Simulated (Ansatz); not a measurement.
Checking a run of Ansatz (a quantum-chemistry and plane-wave program) on Ca2Ta2O7 (Fd-3m, 22 atoms in the cell). The aim is a self-consistent single point with DFT, r2SCAN, plane waves, default PAW files made with PBE.

Cell that was meant: a = 7.3884 Å, b = 7.3884 Å, c = 7.3884 Å, α = 60.00°, β = 60.00°, γ = 60.00°.

Part of the input:

Ansatz 0.2 input:
```yaml
    - { symbol: O, position: [0.057570, 0.057570, 0.442430] }
    - { symbol: O, position: [0.500000, 0.500000, 0.500000] }
    - { symbol: O, position: [0.750000, 0.750000, 0.750000] }
basis:
  ecutwfc: 150.0
kpoints:
  mp_grid: { grid: [3, 3, 3] }
hamiltonian:
```

Output (repeated stretches shortened):

```
   [... lines left out ...]
PAW frozen core: O, regenerated for the run's functional
Initial density: superposition of atomic densities (neutral atoms: chi_scale 0, normalization atom), corrected by the library's trained network
Initial wavefunctions: pseudopotential atomic-orbital guess
Eigensolver: davidson
Functional: x = r2scan, c = r2scan; τ floored in thin density (d = 2e-4 eV/Å³)
SCF iter   1: F=—  HF=-54766.590000 eV  |F-HF|=—  |Δ(HF+E_count)|=         —  Δρ=3.04e-1  dr2=1.33e2  dr2_τ=1.67e1  ethr=1.77e-3  ⟨swp⟩=4.8  Hψ=1571  notcnv=0  defer=69
all-band conjugate gradients solve this SCF's bands
preconditioner: auto → Resta (q_TF=auto, 2.517 Å⁻¹)
SCF iter   2: F=—  HF=-54723.089104 eV  |F-HF|=—  |Δ(HF+E_count)|=    4.35e1  Δρ=1.09e-1  dr2=1.27e1  dr2_τ=2.49e0  ethr=1.77e-3  ⟨swp⟩=3.0  Hψ=1061  notcnv=0  defer=69
   [... lines left out ...]
SCF iter   7: F=—  HF=-54718.853220 eV  |F-HF|=—  |Δ(HF+E_count)|=   1.68e-5  Δρ=3.80e-5  dr2=3.53e-6  dr2_τ=5.43e-7  ethr=7.98e-8  ⟨swp⟩=2.0  Hψ=573  notcnv=0  defer=54
SCF iter   8: F=—  HF=-54718.853228 eV  |F-HF|=—  |Δ(HF+E_count)|=   8.46e-6  Δρ=7.97e-6  dr2=2.36e-7  dr2_τ=1.63e-8  ethr=2.01e-9  ⟨swp⟩=2.0  Hψ=585  notcnv=0  defer=53
SCF iter   9: F=-54718.853228 eV  HF=-54718.853228 eV  |F-HF|=4.42e-9  |Δ(HF+E_count)|=   5.39e-8  Δρ=1.64e-6  dr2=7.22e-9  dr2_τ=6.07e-10  ethr=5.68e-11  ⟨swp⟩=12.8  Hψ=2095  notcnv=0
SCF 1 converged in 9 iterations: F = -54718.853228 eV  dr2 = 7.22e-9
Free energy (F): -54718.853228 eV
Internal energy: -54718.853228 eV  (E = F + TS)
E sigma→0 (E₀):  -54718.853228 eV
Fermi energy:    9.420029 eV
--- Forces (eV/Å), atoms counted from 1 ---
  atom   1  Ca     0.00000000    -0.00000000     0.00000000
  atom   2  Ca     0.00000000    -0.00000000    -0.00000000
  atom   3  Ca     0.00000000    -0.00000000     0.00000000
  atom   4  Ca     0.00000000    -0.00000000     0.00000000
  atom   5  Ta     0.00000000    -0.00000000    -0.00000000
  atom   6  Ta     0.00000000    -0.00000000    -0.00000000
  atom   7  Ta     0.00000000    -0.00000000     0.00000000
  atom   8  Ta     0.00000000    -0.00000000     0.00000000
   [... lines left out ...]
  atom  22  O     -0.00000000     0.00000000    -0.00000000
--- Stress (GPa, compression-positive) ---
       10.286058       0.000000      -0.000000
        0.000000      10.286058      -0.000000
        0.000000       0.000000      10.286058
  P = ⅓ Tr σ = 10.2861 GPa (102.861 kbar)
  The stress holds the Pulay correction. Without it, at fixed plane waves, as pw.x and ABINIT print it: P = -442.8534 GPa
```

Question: Is anything amiss in this input, and did it matter?

Answer: The run is not sound. The fault is a basis or grid far too coarse for these potentials. The error of an incomplete plane-wave basis or grid does not cancel at such settings. To fix it, restore the cutoff that the potentials need and check convergence. The run converged in 9 iterations without an error; against the sound input the free energy rises by 15.5 eV/atom, the pressure goes from -1.00 to 10.29 GPa, the largest force goes from 0.050 to 1.643 eV/Å and the gap on the mesh hardly changes (2.746 to 2.754 eV). At a fixed set of plane waves, without the program's Pulay estimate, the pressure is -442.85 GPa against -1.08 GPa.

An input that runs soundly differs in these lines (not the only fix; some lines may just follow from the change or write a value another way):
```diff
-basis:
-  ecutwfc: 150.0
```

With that input, the run converged in 8 iterations: free energy E − TS (on the zero of these files) -55060.5952 eV; top of the valence band (on the code's own zero) 8.88 eV; gap on the k-point mesh 2.75 eV; pressure -1.00 GPa; largest force (vector length) 0.050 eV/Å (DFT, r2SCAN, plane waves, default PAW files made with PBE).

On the sound input: the starting cell comes from a database of computed structures (which also holds hypothetical and non-ambient phases and stackings), without a prior relaxation at this level. Spin-orbit coupling is off. Ansatz's pressure includes its estimate of the finite-basis (Pulay) stress.
